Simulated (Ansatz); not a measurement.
# MgI2 under a change: isotropic strain +2.50 %

The reference is MgI2 in the CdI2 type structure (space group P-3m1, No. 164; a = 4.1244 Å, c = 6.8311 Å; layered, stacked along the Cartesian z axis).

One thing is altered: every lattice vector is stretched by 2.50 %; the atoms relax in the strained cell.

The values are results of DFT with PBE-D3(BJ), PAW potentials and a 420 eV plane-wave cutoff in Ansatz (a first-principles code), no spin-orbit coupling, not measurements. k-mesh 9×9×5 (Γ-centred); smearing 0.05 eV (Fermi–Dirac).

```tsv
quantity	base	changed	shift
volume per atom	33.54 Å³	36.12 Å³	+2.58 Å³
space group	P-3m1 (No. 164)	P-3m1 (No. 164)	–
shortest interatomic distance	2.913 Å	2.948 Å	+0.035 Å
energy relative to the base (free energy F)	0 meV/atom	+10 meV/atom	+10 meV/atom
pressure (mean of the normal stresses, compression positive)	0.00 GPa	-1.17 GPa	-1.164 GPa
band gap	3.52 eV	3.50 eV	-0.02 eV
gap character	indirect, Γ → L–M (40 % along)	indirect, Γ → L–M (40 % along)	–
smallest direct gap	3.76 eV	3.56 eV	-0.206 eV
mean gap deformation potential ΔEg/Δln V	–	-0.3 eV	–
valence-band top at Γ (three highest levels, from the VBM)	0.00, -0.04, -0.04 eV	0.00, -0.13, -0.13 eV	–
largest internal atomic displacement	–	0.066 Å	–
```

Final structure:

```
MgI2
1.0
    4.22746     0.00000     0.00000
   -2.11373     3.66109     0.00000
    0.00000     0.00000     7.00190
Mg I
1 2
Direct
  0.00000   0.00000   0.00000
  0.33333   0.66667   0.23614
  0.66667   0.33333   0.76386
```

Cost of the whole job for the changed cell (relaxation, final SCF and bands): around 28 core-seconds (rough).

With I present, leaving out spin-orbit coupling can change the band edges. Stability against distortions was not tested.
